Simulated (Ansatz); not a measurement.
# Perfect silicon, 3x3x3 cubic cells

Geometry as solved with Ansatz (an electronic-structure program) with PBE, support functions at accuracy medium on the grid of 420 eV.

```xyz
216
Lattice="16.41 0.00 0.00 0.00 16.41 0.00 0.00 0.00 16.41" Properties=species:S:1:pos:R:3 pbc="T T T"
Si     0.00     0.00     0.00
Si     1.37     1.37     1.37
Si     2.74     2.74     0.00
Si     4.10     4.10     1.37
Si     2.74     0.00     2.74
Si     4.10     1.37     4.10
Si     0.00     2.74     2.74
Si     1.37     4.10     4.10
Si     0.00     0.00     5.47
Si     1.37     1.37     6.84
Si     2.74     2.74     5.47
Si     4.10     4.10     6.84
Si     2.74     0.00     8.21
Si     4.10     1.37     9.57
Si     0.00     2.74     8.21
Si     1.37     4.10     9.57
Si     0.00     0.00    10.94
Si     1.37     1.37    12.31
Si     2.74     2.74    10.94
Si     4.10     4.10    12.31
Si     2.74     0.00    13.67
Si     4.10     1.37    15.04
Si     0.00     2.74    13.67
Si     1.37     4.10    15.04
Si     0.00     5.47     0.00
Si     1.37     6.84     1.37
Si     2.74     8.21     0.00
Si     4.10     9.57     1.37
Si     2.74     5.47     2.74
Si     4.10     6.84     4.10
Si     0.00     8.21     2.74
Si     1.37     9.57     4.10
Si     0.00     5.47     5.47
Si     1.37     6.84     6.84
Si     2.74     8.21     5.47
Si     4.10     9.57     6.84
Si     2.74     5.47     8.21
Si     4.10     6.84     9.57
Si     0.00     8.21     8.21
Si     1.37     9.57     9.57
Si     0.00     5.47    10.94
Si     1.37     6.84    12.31
Si     2.74     8.21    10.94
Si     4.10     9.57    12.31
Si     2.74     5.47    13.67
Si     4.10     6.84    15.04
Si     0.00     8.21    13.67
Si     1.37     9.57    15.04
Si     0.00    10.94     0.00
Si     1.37    12.31     1.37
Si     2.74    13.67     0.00
Si     4.10    15.04     1.37
Si     2.74    10.94     2.74
Si     4.10    12.31     4.10
Si     0.00    13.67     2.74
Si     1.37    15.04     4.10
Si     0.00    10.94     5.47
Si     1.37    12.31     6.84
Si     2.74    13.67     5.47
Si     4.10    15.04     6.84
Si     2.74    10.94     8.21
Si     4.10    12.31     9.57
Si     0.00    13.67     8.21
Si     1.37    15.04     9.57
Si     0.00    10.94    10.94
Si     1.37    12.31    12.31
Si     2.74    13.67    10.94
Si     4.10    15.04    12.31
Si     2.74    10.94    13.67
Si     4.10    12.31    15.04
Si     0.00    13.67    13.67
Si     1.37    15.04    15.04
Si     5.47     0.00     0.00
Si     6.84     1.37     1.37
Si     8.21     2.74     0.00
Si     9.57     4.10     1.37
Si     8.21     0.00     2.74
Si     9.57     1.37     4.10
Si     5.47     2.74     2.74
Si     6.84     4.10     4.10
Si     5.47     0.00     5.47
Si     6.84     1.37     6.84
Si     8.21     2.74     5.47
Si     9.57     4.10     6.84
Si     8.21     0.00     8.21
Si     9.57     1.37     9.57
Si     5.47     2.74     8.21
Si     6.84     4.10     9.57
Si     5.47     0.00    10.94
Si     6.84     1.37    12.31
Si     8.21     2.74    10.94
Si     9.57     4.10    12.31
Si     8.21     0.00    13.67
Si     9.57     1.37    15.04
Si     5.47     2.74    13.67
Si     6.84     4.10    15.04
Si     5.47     5.47     0.00
Si     6.84     6.84     1.37
Si     8.21     8.21     0.00
Si     9.57     9.57     1.37
Si     8.21     5.47     2.74
Si     9.57     6.84     4.10
Si     5.47     8.21     2.74
Si     6.84     9.57     4.10
Si     5.47     5.47     5.47
Si     6.84     6.84     6.84
Si     8.21     8.21     5.47
Si     9.57     9.57     6.84
Si     8.21     5.47     8.21
Si     9.57     6.84     9.57
Si     5.47     8.21     8.21
Si     6.84     9.57     9.57
Si     5.47     5.47    10.94
Si     6.84     6.84    12.31
Si     8.21     8.21    10.94
Si     9.57     9.57    12.31
Si     8.21     5.47    13.67
Si     9.57     6.84    15.04
Si     5.47     8.21    13.67
Si     6.84     9.57    15.04
Si     5.47    10.94     0.00
Si     6.84    12.31     1.37
Si     8.21    13.67     0.00
Si     9.57    15.04     1.37
Si     8.21    10.94     2.74
Si     9.57    12.31     4.10
Si     5.47    13.67     2.74
Si     6.84    15.04     4.10
Si     5.47    10.94     5.47
Si     6.84    12.31     6.84
Si     8.21    13.67     5.47
Si     9.57    15.04     6.84
Si     8.21    10.94     8.21
Si     9.57    12.31     9.57
Si     5.47    13.67     8.21
Si     6.84    15.04     9.57
Si     5.47    10.94    10.94
Si     6.84    12.31    12.31
Si     8.21    13.67    10.94
Si     9.57    15.04    12.31
Si     8.21    10.94    13.67
Si     9.57    12.31    15.04
Si     5.47    13.67    13.67
Si     6.84    15.04    15.04
Si    10.94     0.00     0.00
Si    12.31     1.37     1.37
Si    13.67     2.74     0.00
Si    15.04     4.10     1.37
Si    13.67     0.00     2.74
Si    15.04     1.37     4.10
Si    10.94     2.74     2.74
Si    12.31     4.10     4.10
Si    10.94     0.00     5.47
Si    12.31     1.37     6.84
Si    13.67     2.74     5.47
Si    15.04     4.10     6.84
Si    13.67     0.00     8.21
Si    15.04     1.37     9.57
Si    10.94     2.74     8.21
Si    12.31     4.10     9.57
Si    10.94     0.00    10.94
Si    12.31     1.37    12.31
Si    13.67     2.74    10.94
Si    15.04     4.10    12.31
Si    13.67     0.00    13.67
Si    15.04     1.37    15.04
Si    10.94     2.74    13.67
Si    12.31     4.10    15.04
Si    10.94     5.47     0.00
Si    12.31     6.84     1.37
Si    13.67     8.21     0.00
Si    15.04     9.57     1.37
Si    13.67     5.47     2.74
Si    15.04     6.84     4.10
Si    10.94     8.21     2.74
Si    12.31     9.57     4.10
Si    10.94     5.47     5.47
Si    12.31     6.84     6.84
Si    13.67     8.21     5.47
Si    15.04     9.57     6.84
Si    13.67     5.47     8.21
Si    15.04     6.84     9.57
Si    10.94     8.21     8.21
Si    12.31     9.57     9.57
Si    10.94     5.47    10.94
Si    12.31     6.84    12.31
Si    13.67     8.21    10.94
Si    15.04     9.57    12.31
Si    13.67     5.47    13.67
Si    15.04     6.84    15.04
Si    10.94     8.21    13.67
Si    12.31     9.57    15.04
Si    10.94    10.94     0.00
Si    12.31    12.31     1.37
Si    13.67    13.67     0.00
Si    15.04    15.04     1.37
Si    13.67    10.94     2.74
Si    15.04    12.31     4.10
Si    10.94    13.67     2.74
Si    12.31    15.04     4.10
Si    10.94    10.94     5.47
Si    12.31    12.31     6.84
Si    13.67    13.67     5.47
Si    15.04    15.04     6.84
Si    13.67    10.94     8.21
Si    15.04    12.31     9.57
Si    10.94    13.67     8.21
Si    12.31    15.04     9.57
Si    10.94    10.94    10.94
Si    12.31    12.31    12.31
Si    13.67    13.67    10.94
Si    15.04    15.04    12.31
Si    13.67    10.94    13.67
Si    15.04    12.31    15.04
Si    10.94    13.67    13.67
Si    12.31    15.04    15.04
```
